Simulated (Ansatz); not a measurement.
The reference is PtTe₂ (space group P-3m1, No. 164; layered; relaxed with 0.1 eV smearing).

```
CELL_PARAMETERS angstrom
      4.00901     0.00000     0.00000
     -2.00450     3.47190     0.00000
      0.00000     0.00000     4.96000
ATOMIC_POSITIONS crystal
  Te 0.33333 0.66667 0.27042
  Te 0.66667 0.33333 0.72958
  Pt 0.00000 0.00000 0.00000
```

Cartesian axes are those of the cell as printed.

Computed with Ansatz (an electronic-structure program) PBEsol-D3(BJ), no spin-orbit coupling.

Modification: the cell is scaled by 1.0250 in all directions; the atoms relax in the strained cell.

Q: Predict the stress tensor and what it implies for the stiffness.

A: Stress of the strained cell less that of the base (GPa, compression positive):
```
   -6.4     0.0     0.0
    0.0    -6.4     0.0
    0.0     0.0    -4.0
```

Then B = −ΔP/(ΔV/V₀) with ΔV/V₀ = 0.0769 gives secant stiffness values (nonlinear terms included at this strain): B (at held cell shape, above the free-shape value) ≈ 72 GPa.

As a check, the harmonic strain energy −½ V₀ Δσ:ε is 30 meV/atom; the computed energy rise is 33 meV/atom.

Whether these cells are dynamically stable was not tested. All final runs are without spin polarisation.
